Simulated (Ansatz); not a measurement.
Levels about the gap of amorphous Si$_{24}$O$_{51}$W (76 atoms in a cell of 1144 Å³, 2.43 g/cm³; zone centre alone, so wide bands show as single levels with stretches between that a denser mesh fills), at the geometry that PBE relaxed, where it gives -0.3 GPa on a denser mesh. Exact exchange is cut at the faces of this small cell, which leaves a finite-size error. The participation number counts the atoms over which a state spreads; weights are charges in smoothed Voronoi cells. The levels come from a single point, so bond lengths are those of that geometry. Method of the levels: HSE06, scalar-relativistic without spin-orbit coupling (Ansatz, a first-principles code). Sampling: the zone centre alone; Fermi-Dirac width 0.01 eV; collinear spin, started from moments on atoms (the moments died out). At PBE the levels at both edges of the gap are localised (band-tail or defect states), and the nearest spread-out levels lie 5.5 eV apart at the zone centre.

The cell was made by melting and quenching with the CHGNet potential and then relaxed with DFT. O atoms were pushed apart under 1.9 Å during the dynamics, to hinder bonds among them. The hot cell started wider than the set density and was brought back towards it in steps. It is the lowest in DFT energy of 2 quenches. It is a model cell: composition and starting density were chosen by hand, and all elements were melted together. No dispersion term was used. Its density started from a set value of 2.43 and ended at 2.43 g/cm³. The simulated quench (nominally 400 K/ps over its main leg) is rapid and tends to freeze in more defects than a deposited or slowly cooled glass has. One small periodic cell is one sample of the glass; other quenches scatter about these values. The volume was held where the preparation left it and the shape relaxed, at a PBE pressure of -0.3 GPa (tension).

```csv
"E - E(highest filled), eV",filling,spin,participation number,largest on,weight O,weight Si,weight W
-0.53,filled,up,4.5,"O, 2 neighbours",0.95,0.05,0.00
-0.42,filled,dn,7.4,"O, 2 neighbours",0.95,0.05,0.00
-0.42,filled,up,7.4,"O, 2 neighbours",0.95,0.05,0.00
-0.23,filled,dn,6.3,"O, 2 neighbours",0.96,0.04,0.00
-0.23,filled,up,6.3,"O, 2 neighbours",0.96,0.04,0.00
0.00,filled,dn,4.0,"O, 2 neighbours",0.96,0.04,0.00
0.00,filled,up,4.0,"O, 2 neighbours",0.96,0.04,0.00
3.66,empty,dn,2.9,"W, 4 neighbours",0.42,0.03,0.56
3.66,empty,up,2.9,"W, 4 neighbours",0.42,0.03,0.56
3.91,empty,dn,3.0,"W, 4 neighbours",0.43,0.03,0.55
3.91,empty,up,3.0,"W, 4 neighbours",0.43,0.03,0.55
4.47,empty,dn,4.8,"Si, 3 neighbours",0.51,0.49,0.01
4.47,empty,up,4.8,"Si, 3 neighbours",0.51,0.49,0.01
5.45,empty,dn,3.2,"Si, 3 neighbours",0.44,0.56,0.01
```

Most localised among these is the empty level at +3.66 eV, on a W atom, which has 4 neighbours (O 1.70 Å, O 1.79 Å, O 1.83 Å, O 1.83 Å).
